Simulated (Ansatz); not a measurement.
For white tin (β-Sn), PBE-D3(BJ) (PAW; Ansatz, a first-principles code) gives:

| Property | Value |
|---|---|
| lattice parameter a | 5.862 Å |
| c axis length | 3.167 Å |
| bulk modulus B0 | 53.9 GPa |

**Question.** What does r²SCAN+SOC (plane waves, PAW; Ansatz) give for the same quantities?

**Answer.** 
- lattice constant a: 5.884 Å (increases by 0.4 %)
- lattice parameter c: 3.186 Å (grows by 0.6 %)
- bulk modulus: 53.9 GPa (is nearly the same)

For comparison: lattice constant a 5.831 Å (measured, 293 K, no zero-point or thermal correction; as tabulated in Wikipedia's data pages); lattice parameter c 3.181 Å (measured, 293 K, no zero-point or thermal correction; as tabulated in Wikipedia's data pages); bulk modulus 57.0 GPa (measured, temperature not stated, not corrected to a static lattice; as tabulated in Chen et al. (2023), arXiv:2209.05059).

Changes are worked out from the printed values.

Unless a cell is named, each level is at its own relaxed cell (PBE-D3(BJ) 27.21, r²SCAN+SOC 27.58 Å³/atom).

Ansatz's density-functional and Hartree–Fock values are scalar-relativistic unless marked +SOC, with PAW data made under PBE.
